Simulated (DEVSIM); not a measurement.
Structure: Al/SiO2/n-Si capacitor, at 300 K.

| layer (left to right) | material | thickness (nm) | Nd (cm⁻³) |
|---|---|---|---|
| 1 | SiO2 | 1.90 | - |
| 2 | Si | 7500 | 2.9e15 |

Metal gate on the left, work function 4.1 eV. Fixed charge at the semiconductor interface 0 cm⁻² (in units of +e); no interface traps.

Constants are typed, rounded textbook-type inputs, not results; the design itself was drawn at random and stands for no fabricated device. Values at 300 K.

```csv
parameter,SiO2,Si
gap (eV),9,1.124
affinity (eV),0.9,4.05
permittivity,3.9,11.7
Nc (cm⁻³),-,2.86e19
Nv (cm⁻³),-,3.1e19
```

Simulated with DEVSIM: 1D Poisson equation in equilibrium, Boltzmann statistics, complete ionisation; no quantum confinement or tunnelling. Metal contacts follow the ideal Schottky-Mott rule: no Fermi-level pinning, no interface dipoles.

Task: Tabulate band edges, carrier densities and field at -0.6 V on the gate.

Result: Energies count from the Fermi level of the right contact; mesh points crowd at the junctions.

| x (μm) | Ec (eV) | Ev (eV) | n (cm⁻³) | p (cm⁻³) | field (V/cm) |
|---|---|---|---|---|---|
| 0.000 | 3.800 | -5.200 | < 1e2 | < 1e2 | -55000 |
| 0.0008337 | 3.795 | -5.205 | < 1e2 | < 1e2 | -55000 |
| 0.001604 | 3.791 | -5.209 | < 1e2 | < 1e2 | -55000 |
| 0.002669 | 0.638 | -0.486 | 5.4e8 | 2.1e11 | -18000 |
| 0.006256 | 0.632 | -0.492 | 7.0e8 | 1.7e11 | -18000 |
| 0.01277 | 0.620 | -0.504 | 1.1e9 | 1.1e11 | -18000 |
| 0.02696 | 0.595 | -0.529 | 2.9e9 | 4.0e10 | -17000 |
| 0.07573 | 0.516 | -0.608 | 6.1e10 | 1.9e9 | -15000 |
| 0.1642 | 0.401 | -0.723 | 5.3e12 | 2.2e7 | -11000 |
| 0.3695 | 0.263 | -0.861 | 1.1e15 | 110000 | -2900 |
| 0.8048 | 0.238 | -0.886 | 2.9e15 | 40000 | -13 |
| 2.300 | 0.238 | -0.886 | 2.9e15 | 40000 | ≈ 0 |
| 4.643 | 0.238 | -0.886 | 2.9e15 | 40000 | ≈ 0 |
| 6.191 | 0.238 | -0.886 | 2.9e15 | 40000 | ≈ 0 |
| 7.044 | 0.238 | -0.886 | 2.9e15 | 40000 | ≈ 0 |
| 7.293 | 0.238 | -0.886 | 2.9e15 | 40000 | ≈ 0 |
| 7.407 | 0.238 | -0.886 | 2.9e15 | 40000 | ≈ 0 |
| 7.459 | 0.238 | -0.886 | 2.9e15 | 40000 | ≈ 0 |
| 7.488 | 0.238 | -0.886 | 2.9e15 | 40000 | ≈ 0 |
| 7.496 | 0.238 | -0.886 | 2.9e15 | 40000 | ≈ 0 |
| 7.500 | 0.238 | -0.886 | 2.9e15 | 40000 | ≈ 0 |
| 7.502 | 0.238 | -0.886 | 2.9e15 | 40000 | ≈ 0 |
